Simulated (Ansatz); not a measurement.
The starting structures come from a database of crystals and need not be the phases stable at ambient conditions.

## Evanescent states of SnH8(NCl3)2 (Fm-3m, 17 atoms a cell, 14.7 Å³ an atom) along the normal of (110)

All values below come from r2SCAN (plane waves, PAW; Ansatz, a program for electronic structure).

The gap is the functional's own, uncorrected, and κ follows it; spin-orbit coupling is left out. Mid-gap means the computed energy nearest the middle.

Energies count from the valence-band top; κ is the least over a 4×4 mesh across the current.

| E (eV) | κ (1/Å) | where |
|---|---|---|
| 0.07 | 0.124 | Γ |
| 0.21 | 0.196 | Γ |
| 0.35 | 0.237 | Γ |
| 0.49 | 0.264 | Γ |
| 0.63 | 0.272 | Γ |
| 0.77 | 0.278 | Γ |
| 0.91 | 0.282 | Γ |
| 1.05 | 0.284 | Γ |
| 1.19 | 0.284 | Γ |
| 1.33 | 0.281 | Γ |
| 1.47 | 0.277 | Γ |
| 1.61 | 0.270 | Γ |
| 1.75 | 0.261 | Γ |
| 1.89 | 0.249 | Γ |
| 2.03 | 0.234 | Γ |
| 2.17 | 0.214 | Γ |
| 2.31 | 0.187 | Γ |
| 2.45 | 0.152 | Γ |
| 2.59 | 0.096 | Γ |

**Question.** How thick must the barrier be to attenuate the transmission by 10^6 when the electrodes' Fermi level lies at 1.89 eV, and what attenuation does that film give at 0.21 eV?

**Answer.** d = 6 ln 10 / (2 × 0.249) = 27.7 Å. At 0.21 eV it gives 6 × 0.196/0.249 = 4.7 decades.
